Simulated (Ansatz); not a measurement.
Consider CsPbCl$_{3}$ in the cubic perovskite structure (space group Pm-3m, No. 221; a = 5.7356 Å).

Method: Kohn–Sham DFT with the PBE functional, run in Ansatz (an electronic-structure program) with PAW and 420 eV plane waves, no spin-orbit coupling.

Strains are applied to the cell and any free atomic positions relax.

One change was made to it. Results:

```tsv
quantity	base	after
hole mass	0.22 mₑ (at R)	0.18 mₑ (at R)
valley order (the lowest conduction-band minima on the path, energy above the VBM, named in the base's zone)	R along ⟨111⟩ 2.21 eV; Γ 3.67 eV	R along ⟨111⟩ 1.91 eV; Γ 3.32 eV
pressure	0.0 kbar	18.9 kbar
electron mass (degenerate bands, along [100])	0.12, 0.93, 0.93 mₑ (at R)	0.11, 0.84, 0.84 mₑ (at R)
width of the top valence band	2.05 eV	2.58 eV
```

Q: Which change produced these results?
A. isotropic strain −3.00 %
B. isotropic strain −2.40 %
C. isotropic strain −1.20 %

A: B, isotropic strain −2.40 %. For comparison, the valley order in the other runs: isotropic strain −3.00 % gives R along ⟨111⟩ 1.83 eV; Γ 3.22 eV; isotropic strain −1.20 % gives R along ⟨111⟩ 2.07 eV; Γ 3.50 eV.

With Pb present, leaving out spin-orbit coupling can change the band edges. The levels and masses belong to the bands next to the band gap. Masses are band curvatures over ±0.01 Å⁻¹ around the edge. Whether these cells are dynamically stable was not tested. Many cubic perovskites are stable only at high temperature; tilts and polar distortions were not tested. This is not the structure that CsPbCl3 has at room temperature and ambient pressure.
